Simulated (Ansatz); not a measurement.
Results of PBEsol (Ansatz, a quantum-chemistry and plane-wave program, plane waves, PAW) for MgS (F-43m, No. 216, 2 atoms in the cell; start mp-13032; metastable phase).

Run with plane-wave cutoff 520 eV, 10×10×10 k mesh, Fermi–Dirac smearing 0.01 eV, scalar-relativistic PAW data made under PBE.

Cell (relaxed with PBEsol):

```
MgS
1.0
    0.00000     2.82578     2.82578
    2.82578     0.00000     2.82578
    2.82578     2.82578     0.00000
Mg S
1 1
Cartesian
  0.00000   0.00000   0.00000
  1.41289   1.41289   1.41289
```

**Question.** What does this level give for the band gap?

**Answer.** 
- band gap = 3.32 eV (direct)

A start named mp-… is a Materials Project structure, which need not be a measured phase.
